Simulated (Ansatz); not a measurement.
**A constructed model of the (100) surface of bcc Fe, ferromagnetic (in the relaxation 1 Fe–Fe bonds broke), a layer of Pt in place of the second plane (bottom of the slab: a bare face, its two planes held)**

All values below come from PBE (plane waves to 420 eV, PAW; Ansatz, a first-principles code).

Slab: 6 atoms, 7.1 Å thick at the start (thin: gaps and levels are the slab's own); k 13x13x1, smearing 0.1 eV, dipole-corrected; 2 atoms held, the rest relaxed; held to the start's symmetry, so lower structures may exist; spin-polarised, ending with about 14.3 μB a cell; orders that need a larger cell were not tried, no spin-orbit, no U. It is one candidate, not shown to be the stable structure of the face.

- work function of the top face = 4.31 eV
- energy released by relaxation = 0.81 eV
- magnetic moment of the cell = 14.32 μB
- cost = very roughly 7 core-minutes
